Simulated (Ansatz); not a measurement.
Si (model structure, R-3m, No. 166, 6 atoms in the cell) was calculated with r²SCAN0 (Ansatz, a program for electronic structure, PAW).

Run with plane-wave cutoff 520 eV, 6×6×6 k mesh, Fermi–Dirac smearing 0.01 eV, scalar-relativistic PAW data made under PBE.

Cell (relaxed with PBEsol):

```
CELL_PARAMETERS angstrom
      1.91506     1.10566     9.45892
     -1.91506     1.10566     9.45892
      0.00000    -2.21132     9.45892
ATOMIC_POSITIONS crystal
  Si 0.73593 0.73593 0.73593
  Si 0.81934 0.81934 0.81934
  Si 0.18066 0.18066 0.18066
  Si 0.26407 0.26407 0.26407
  Si 0.95862 0.95862 0.95862
  Si 0.04138 0.04138 0.04138
```

Estimate the band gap, smallest direct gap on the k points sampled and direct gap at Γ that the calculation returns.


- band gap: 1.78 eV (on the SCF k mesh) (indirect)
- smallest direct gap on the k points sampled: 2.90 eV
- direct gap at Γ: 2.91 eV

Note: the relaxation could raise the start's symmetry but not lower it, so the cell can be a saddle point; cell and atoms aren't relaxed at this level (pressure -0.3 GPa).

Computed values are for the static lattice.

The result took roughly 9 core-minutes.

A model structure was made by putting elements into a prototype or built by hand; it is no filed structure, need not be a known phase, and can be a saddle point held by its symmetry.
